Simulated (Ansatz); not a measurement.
The starting structures come from a database of crystals and need not be the phases stable at ambient conditions.

Tunnelling through a barrier is set by its complex band structure: the current falls as exp(−2κd) with the smallest κ.

Input:

```xyz
20
Lattice="5.2156 0.0000 0.0000 0.0000 7.2839 0.0000 0.0000 0.0000 6.5042" Properties=species:S:1:pos:R:3 pbc="T T T"
Na     2.6078     5.1177     0.1125
Na     2.6078     1.4757     6.3917
La     0.0000     3.6638     4.1126
La     0.0000     0.0219     2.3916
C      2.6078     1.2674     3.4726
C      2.6078     4.9094     3.0316
C      0.0000     6.6823     5.9754
C      0.0000     3.0403     0.5288
O      2.6078     0.6475     2.3350
O      2.6078     4.2895     4.1692
O      1.1047     3.3098     6.4158
O      4.1109     6.9518     0.0885
O      4.1109     3.3098     6.4158
O      1.1047     6.9518     0.0885
O      1.4703     5.1774     2.4638
O      3.7453     1.5355     4.0404
O      3.7453     5.1774     2.4638
O      1.4703     1.5355     4.0404
O      0.0000     6.1170     4.7982
O      0.0000     2.4751     1.7061
```

Space group of this cell: Pmc2_1. The cell is taken as given; by r2SCAN its mean pressure is -4.3 GPa.

Transport runs along the normal of the first two printed cell vectors.

The gap is the functional's own, uncorrected, and κ follows it; spin-orbit coupling is left out. Mid-gap values are interpolated between the computed energies.

### Question
Predict the band gap and the smallest decay constant κ at mid-gap from r2SCAN (Ansatz, a quantum-chemistry and plane-wave program).

### Answer
Gap 4.63 eV on a 6×4×6 mesh; κ = 0.537 1/Å, at the zone centre.
